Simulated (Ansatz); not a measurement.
The reference is Li in the bcc (W type) structure (space group Im-3m, No. 229; a = 3.476 Å).

The values are results of Kohn–Sham DFT with the r2SCAN functional, run in Ansatz (a quantum-chemistry and plane-wave program) with PAW and 500 eV plane waves, no spin-orbit coupling, earlier PAW set, not measurements.

One change was made to it. Results:

The lattice parameter a rises by 0.084 Å (3.476 Å → 3.560 Å); the band gap is still zero.

Task: What was done to the base?
A) Li → Mg
B) Li → B
C) Li → Cs

Result: A, Li → Mg. For comparison, the lattice parameter a in the other runs: Li → B gives 2.294 Å; Li → Cs gives 6.265 Å.

Whether these cells are dynamically stable was not tested. As relaxed here, B is a hypothetical phase, not in the database extracts checked. For Mg in this form, whether it has been made was not checked. All final runs are without spin polarisation. This is not the structure that Mg has at room temperature and ambient pressure.
